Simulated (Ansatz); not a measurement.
## How the lattice parameter c of BP (model structure, started from the h-BN type, P6₃/mmc, No. 194, 4 atoms in the cell) moves with the method

No measured value is used here.

Problem. Put these levels in order of the lattice parameter c that they give for BP (model structure, started from the h-BN type, P6₃/mmc, No. 194, 4 atoms in the cell), smallest first: PBE (Ansatz, a first-principles code), PBE-D3(BJ) (Ansatz), PBEsol (Ansatz).

Solution. PBE-D3(BJ) (7.619 Å), PBEsol (8.483 Å), PBE (10.042 Å)

Ansatz's density-functional and Hartree–Fock values are scalar-relativistic unless marked +SOC, with PAW data made under PBE.

A model structure was made by putting elements into a prototype or built by hand; it is no filed structure, need not be a known phase, and can be a saddle point held by its symmetry.
